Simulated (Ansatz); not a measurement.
## WSi2, point defects

Base system: a 15-atom supercell of WSi₂ (space group I4/mmm, No. 139; a = 3.229 Å, c = 7.867 Å) at its relaxed geometry.

One neutral defect a cell, atoms relaxed at fixed cell.

Calculations: Ansatz (a quantum-chemistry and plane-wave program), PBE, PAW, cutoff 420 eV, no SOC.

Base values:

```
Property    Value
--------  -------
Pressure  0.0 GPa
```

### Question
The aim is a pressure between 22.7 GPa and 24.9 GPa. Which of these changes reaches it?
A) W vacancy
B) W interstitial (started 1.75 Å from the nearest host atom)
C) Si interstitial (started 1.75 Å from the nearest host atom)

### Answer
C, Si interstitial (started 1.75 Å from the nearest host atom). It gives 24.0 GPa; W vacancy gives -3.0 GPa; W interstitial (started 1.75 Å from the nearest host atom) gives 32.6 GPa. Changes not listed may reach it too

The cell is small, so the values are those of an ordered compound at a high defect concentration; dilute-limit values will differ. All final runs are without spin polarisation.
